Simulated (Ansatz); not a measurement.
Worked example: self-consistent single point of TiCo (Pm-3m, 2 atoms in the cell) in Ansatz (a program for electronic structure).

Method: PBE, PAW files (plane waves; Ansatz).

The change in words: lattice scaled by 0.98. Reference geometry:
```
CELL_PARAMETERS angstrom
      2.96309     0.00000     0.00000
      0.00000     2.96309     0.00000
      0.00000     0.00000     2.96309
ATOMIC_POSITIONS crystal
  Ti 0.00000 0.00000 0.00000
  Co 0.50000 0.50000 0.50000
```

Reference input (self-consistent single point, DFT, PBE, plane waves, PAW files): basis.ecutwfc = 420 eV; kpoints.mp_grid.grid = 9 9 9; hamiltonian.xc = pbe; hamiltonian.pseudopotentials = {kind: paw} (an earlier, softer set of the program's PAW files); scf.occupations.method = fermi_dirac; scf.occupations.width = 0.136 eV. This run's input differs from it in these lines:

```diff
@@ -3,5 +3,5 @@
   lattice:
-    - [2.963090, 0.000000, 0.000000]
-    - [0.000000, 2.963090, 0.000000]
-    - [0.000000, 0.000000, 2.963090]
+    - [2.903828, 0.000000, 0.000000]
+    - [0.000000, 2.903828, 0.000000]
+    - [0.000000, 0.000000, 2.903828]
   atoms:
```

Output (repeated stretches shortened):

```
SCF iter   1: F=—  HF=-7626.827059 eV  |F-HF|=—  |Δ(HF+E_count)|=         —  Δρ=6.23e-2  dr2=9.28e-1  ethr=3.10e-3  ⟨swp⟩=4.5  Hψ=2496  notcnv=0
all-band conjugate gradients solve this SCF's bands
preconditioner: auto → none
SCF iter   2: F=—  HF=-7626.722968 eV  |F-HF|=—  |Δ(HF+E_count)|=   1.04e-1  Δρ=8.49e-2  dr2=1.88e0  ethr=3.10e-3  ⟨swp⟩=2.1  Hψ=1095  notcnv=0
SCF iter   3: F=—  HF=-7626.596743 eV  |F-HF|=—  |Δ(HF+E_count)|=   1.26e-1  Δρ=3.89e-2  dr2=3.14e-1  ethr=3.10e-3  ⟨swp⟩=2.0  Hψ=881  notcnv=0
SCF iter   4: F=—  HF=-7626.587297 eV  |F-HF|=—  |Δ(HF+E_count)|=   9.45e-3  Δρ=3.59e-3  dr2=2.91e-3  ethr=1.08e-3  ⟨swp⟩=2.0  Hψ=776  notcnv=0
SCF iter   5: F=—  HF=-7626.587314 eV  |F-HF|=—  |Δ(HF+E_count)|=   1.63e-5  Δρ=6.23e-4  dr2=7.94e-5  ethr=1.00e-5  ⟨swp⟩=2.1  Hψ=803  notcnv=0
SCF iter   6: F=—  HF=-7626.587347 eV  |F-HF|=—  |Δ(HF+E_count)|=   3.33e-5  Δρ=8.99e-5  dr2=9.82e-7  ethr=2.74e-7  ⟨swp⟩=1.0  Hψ=667  notcnv=0
SCF iter   7: F=-7626.587347 eV  HF=-7626.587347 eV  |F-HF|=4.08e-8  |Δ(HF+E_count)|=   1.22e-7  Δρ=1.21e-5  dr2=4.22e-8  ethr=3.45e-10  ⟨swp⟩=5.3  Hψ=2903  notcnv=0
SCF 1 converged in 7 iterations: F = -7626.587347 eV  dr2 = 4.22e-8
Free energy (F): -7626.587347 eV
Internal energy: -7626.435749 eV  (E = F + TS)
E sigma→0 (E₀):  -7626.511548 eV
Entropy (-TS):   -0.151598 eV (-75.799 meV/atom)
Fermi energy:    18.274126 eV
--- Forces (eV/Å), atoms counted from 1 ---
  atom   1  Ti    -0.00000000    -0.00000000    -0.00000000
  atom   2  Co     0.00000000     0.00000000     0.00000000
--- Stress (GPa, compression-positive) ---
       14.751097       0.000000       0.000000
        0.000000      14.751097       0.000000
        0.000000       0.000000      14.751097
  P = ⅓ Tr σ = 14.7511 GPa (147.511 kbar)
  The stress holds the Pulay correction. Without it, at fixed plane waves, as pw.x and ABINIT print it: P = 14.6236 GPa
```

The run converged in 7 iterations. Against the reference run the free energy rises by 38.6 meV/atom and the pressure goes from 2.04 to 14.75 GPa.

The starting cell has typed, rounded lattice constants, without a prior relaxation at this level. Its lattice was rescaled by a random factor within 2.5 % of one. For this run, on top of that: lattice scaled by 0.98. Spin polarisation is off. With a pressure of about 15 GPa the cell is away from its equilibrium volume at this level. Ansatz's pressure includes its estimate of the finite-basis (Pulay) stress.

Keys are those of Ansatz 0.2.
